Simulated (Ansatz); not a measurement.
Candidates (primitive cells; geometry: cell and atoms relaxed with PBEsol):
A. SrC2 (I4/mmm), a = b = c = 4.4241 Å, α = β = 125.52°, γ = 80.68°
B. SrO (Fm-3m), a = 3.622 Å, b = 3.622 Å, c = 3.622 Å, α = 60.00°, β = 60.00°, γ = 60.00°
C. SrTiO3 (Pm-3m), a = 3.891 Å, b = 3.891 Å, c = 3.891 Å, α = 90.00°, β = 90.00°, γ = 90.00°

Q: Order them by hole conductivity mass (highest first) at the level PBEsol, rigid bands in Ansatz (a first-principles code).

A: A (2.8 mₑ), C (1.81 mₑ), B (1.33 mₑ)

Masses are for dilute carriers at 300 K, harmonic means over directions unless an axis is named. Spin-orbit coupling is left out.

Formula and space group known from diffraction (Crystallography Open Database), not checked to be the room-temperature form: SrC2 (I4/mmm).
